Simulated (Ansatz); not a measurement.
BN under load (space group F-43m), Ansatz (a quantum-chemistry and plane-wave program) with r2SCAN, rigid bands. Condition of this run: hydrostatic pressure of -18 GPa (compression positive) (the target of the relaxation). Band gap 4.94 eV, N_c = 2.11e19 cm⁻³ and N_v = 8.28e19 cm⁻³ at 300 K, conductivity masses of 0.386 mₑ (electrons) and 0.682 mₑ (holes). Take k_BT = 0.02585 eV.

### Question
Find the intrinsic carrier density and the intrinsic Fermi level.

### Answer
n_i = √(N_c N_v) exp(−E_g/2k_BT) = 4.18e19 × exp(−95.54) = 1.3e-22 cm⁻³. The level lies (k_BT/2) ln(N_v/N_c) = 18 meV from mid-gap (positive towards the conduction band). Each 0.1 eV added to the gap lowers n_i by a factor of 6.9.

### Question
A film of it is 5 nm thick. Estimate the confinement energies in an infinite well.

### Answer
ħ²π²/(2m t²) = 0.376 eV·nm²/(m/mₑ × t²) gives 39.0 meV for electrons and 22.1 meV for holes, so the gap would widen to about 5.00 eV. Finite barriers and nonparabolic bands lower this, and with several valleys or bands the heaviest mass along the normal sets the lowest level, not this average.

### Question
What thermal injection velocity √(2k_BT/πm) limits a ballistic channel?

### Answer
8.66e6 cm/s for electrons and 6.51e6 cm/s for holes, a ratio of √(m_h/m_e) = 1.33, for dilute carriers.

Rigid bands with the computed gap; masses take one relaxation time for all states. Spin-orbit coupling is left out. Geometry: cell and atoms relaxed with PBEsol.
